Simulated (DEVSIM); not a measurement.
Structure: W/La2O3/p-Ge capacitor, at 300 K.

Layer 1 from the left is La2O3, thickness (nm) 4.20. Layer 2 from the left is Ge, thickness (nm) 12000, Na (cm⁻³) 2.3e15.

Metal gate on the left, work function 4.6 eV. Fixed charge at the semiconductor interface 0 cm⁻² (in units of +e); no interface traps.

This is a model device: material constants are rounded textbook-type values typed into the input, and sizes, dopings and lifetimes were drawn at random. Values at 300 K.

La2O3: gap (eV) 5.8, affinity (eV) 1.8, permittivity 27. Ge: gap (eV) 0.664, affinity (eV) 4, permittivity 16, Nc (cm⁻³) 1.04e19, Nv (cm⁻³) 6e18.

Simulated with DEVSIM: 1D Poisson equation in equilibrium, Boltzmann statistics, complete ionisation; no quantum confinement or tunnelling. Metal contacts follow the ideal Schottky-Mott rule: no Fermi-level pinning, no interface dipoles.

Task: What does the simulation give for the flat-band voltage, the minimum of the low-frequency capacitance, the threshold voltage (band bending 2φF)?

Result: flat-band voltage 0.14 V; minimum of the low-frequency capacitance 0.0453 μF/cm²; threshold voltage (band bending 2φF) 0.39 V.
